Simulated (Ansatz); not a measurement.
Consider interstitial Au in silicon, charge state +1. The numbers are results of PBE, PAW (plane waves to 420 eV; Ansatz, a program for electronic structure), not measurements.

216-site cell at the relaxed PBE lattice, one k-point at (0.250, 0.250, 0.250), smearing 0.01 eV, spin-restricted, no finite-size correction. Static, classical nuclei. Spin-orbit coupling is left out. The charge state is imposed; whether it is stable for some Fermi level was not computed. Sites that were not tried may lie lower.

Barriers: single points on a 2×2×2 k-point mesh shifted by half a step at the bands' geometries.

The step: a direct jump of one Au atom. Atoms about the jump, Cartesian Å from the middle of the jump, before and after:

```tsv
atom	x0	y0	z0	x1	y1	z1
Au1	-0.68	0.68	0.00	0.68	-0.68	0.00
Si2	-1.44	-1.55	-0.76	-1.55	-1.44	-0.76
Si3	1.54	1.44	-0.74	1.44	1.54	-0.74
Si4	1.34	-1.34	2.02	1.44	-1.42	2.22
Si5	-1.42	1.44	2.22	-1.34	1.34	2.02
Si6	0.05	-0.07	-2.23	-0.07	0.05	-2.23
Si7	-0.01	-2.78	0.68	-0.07	-2.91	0.73
Si8	-2.91	-0.07	0.73	-2.78	-0.01	0.68
Si9	2.78	0.00	0.68	2.91	0.06	0.75
Si10	0.06	2.91	0.75	0.00	2.78	0.68
Si11	0.00	0.01	3.46	0.01	0.00	3.46
```

Give the saddle-point geometry and the barrier.


| atom | x | y | z |
|---|---|---|---|
| Au1 | -0.01 | -0.02 | 0.61 |
| Si2 | -1.47 | -1.47 | -0.78 |
| Si3 | 1.46 | 1.46 | -0.77 |
| Si4 | 1.44 | -1.43 | 2.13 |
| Si5 | -1.43 | 1.44 | 2.13 |
| Si6 | 0.00 | 0.00 | -2.12 |
| Si7 | -0.01 | -2.80 | 0.68 |
| Si8 | -2.80 | -0.01 | 0.68 |
| Si9 | 2.80 | 0.01 | 0.68 |
| Si10 | 0.01 | 2.79 | 0.68 |
| Si11 | 0.00 | 0.00 | 3.48 |
It lies 0.078 eV above the start and 0.078 eV above the end. The saddle point's order was not checked, and it lies on a symmetry element of the cell, where a band can be held.
